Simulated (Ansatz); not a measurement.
Levels about the gap of amorphous Al28O43Li2 (73 atoms in a cell of 803 Å³, 3.01 g/cm³; zone centre alone, so wide bands show as single levels with stretches between that a denser mesh fills), at the geometry that PBE relaxed, where it gives 0.1 GPa on a denser mesh. The participation number counts the atoms over which a state spreads; weights are charges in smoothed Voronoi cells. The levels come from a single point, so bond lengths are those of that geometry. Method of the levels: r2SCAN, scalar-relativistic without spin-orbit coupling (Ansatz, a quantum-chemistry and plane-wave program). Sampling: the zone centre alone; Fermi-Dirac width 0.02 eV; no spin polarisation. At PBE the levels at the filled edge of the gap are localised (band-tail or defect states), and the nearest spread-out levels lie 4.0 eV apart at the zone centre.

The cell was made by melting and quenching with the CHGNet potential and then relaxed with DFT. O atoms were pushed apart under 1.9 Å during the dynamics, to hinder bonds among them. The hot cell started wider than the set density and was brought back towards it in steps. It is the lowest in DFT energy of 2 quenches. It is a model cell: composition and starting density were chosen by hand, and all elements were melted together. No dispersion term was used. Its density started from a set value of 3.07 and ended at 3.01 g/cm³. The simulated quench (nominally 410 K/ps over its main leg) is rapid and tends to freeze in more defects than a deposited or slowly cooled glass has. A cell of this size samples the disorder only roughly. Volume and shape were free in the relaxation.

| E - E(highest filled), eV | filling | participation number | largest on | weight O | weight Al | weight Li |
|---|---|---|---|---|---|---|
| -1.00 | filled | 19.6 | O, 3 neighbours | 0.95 | 0.05 | 0.00 |
| -0.95 | filled | 15.9 | O, 3 neighbours | 0.93 | 0.05 | 0.01 |
| -0.87 | filled | 13.3 | O, 3 neighbours | 0.95 | 0.05 | 0.00 |
| -0.82 | filled | 9.0 | O, 3 neighbours | 0.95 | 0.05 | 0.01 |
| -0.70 | filled | 5.2 | O, 2 neighbours | 0.95 | 0.05 | 0.00 |
| -0.55 | filled | 8.3 | O, 3 neighbours | 0.96 | 0.04 | 0.00 |
| 0.00 | filled | 2.7 | O, 3 neighbours | 0.95 | 0.04 | 0.01 |
| 3.67 | empty | 63.8 | Al, 4 neighbours | 0.57 | 0.40 | 0.02 |
| 5.46 | empty | 22.3 | Al, 4 neighbours | 0.58 | 0.40 | 0.02 |
| 5.91 | empty | 30.4 | Al, 5 neighbours | 0.58 | 0.40 | 0.01 |
| 6.11 | empty | 21.5 | Al, 4 neighbours | 0.60 | 0.40 | 0.01 |
| 6.22 | empty | 29.1 | Li, 4 neighbours | 0.59 | 0.32 | 0.09 |
| 6.31 | empty | 46.2 | Al, 4 neighbours | 0.59 | 0.39 | 0.02 |
| 6.40 | empty | 43.4 | Al, 5 neighbours | 0.58 | 0.41 | 0.01 |

Most localised among these is the filled level at +0.00 eV, on a O atom, which has 3 neighbours (Al 1.79 Å, Al 1.86 Å, Li 1.89 Å).
